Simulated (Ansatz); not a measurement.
Cells marked so need not be the phases stable at ambient conditions, and some may be hypothetical.

 Where the default PAW files enter, the runs use the earlier of Ansatz's two default sets.

The gap is the functional's own. No spin-orbit coupling. Mid-gap values are interpolated on the energy grid.

A. AgI (P4/nmm, not sure to be the ambient phase, 4 atoms a cell, 30.1 Å³ an atom), along the normal of (100)
B. Mg(InS2)2 (Fd-3m, spinel, not sure to be the ambient phase, 14 atoms a cell, 22.5 Å³ an atom), along the normal of (111)
C. Cs₂GeF₆ (Fm-3m, not sure to be the ambient phase, 9 atoms a cell, 19.8 Å³ an atom), along the normal of (110)

**Question.** Put the candidates in order of mid-gap decay constant of the slowest evanescent state, lowest first, for PBEsol (Ansatz, a quantum-chemistry and plane-wave program).

**Answer.** A (0.11 1/Å), B (0.15 1/Å), C (0.50 1/Å)
